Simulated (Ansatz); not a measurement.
Take Ta in the bcc (W type) structure (space group Im-3m, No. 229) as the base.

```yaml
crystal:
  lattice:
    - [-1.64096, 1.64096, 1.64096]
    - [1.64096, -1.64096, 1.64096]
    - [1.64096, 1.64096, -1.64096]
  atoms:
    - { symbol: Ta, position: [0.00000, 0.00000, 0.00000] }
```

The values are results of Kohn–Sham DFT with the PBEsol functional, run in Ansatz (a program for electronic structure) with PAW and 420 eV plane waves, no SOC, earlier PAW set, not measurements.

Before the change:

The volume per atom is 17.67 Å³.

Modification: In takes the place of Ta on all its sites, then cell and atoms are relaxed.

Tabulated Pauling electronegativity and covalent radius: Ta 1.50, 1.70 Å; In 1.78, 1.42 Å.

Problem. How does this affect the volume per atom?

Solution. The volume per atom goes up by 8.14 Å³ (17.67 Å³ → 25.81 Å³).

Stability against distortions was not tested. For In in this form, whether it has been made was not checked. All final runs are without spin polarisation. This is not the structure that In has at room temperature and ambient pressure.
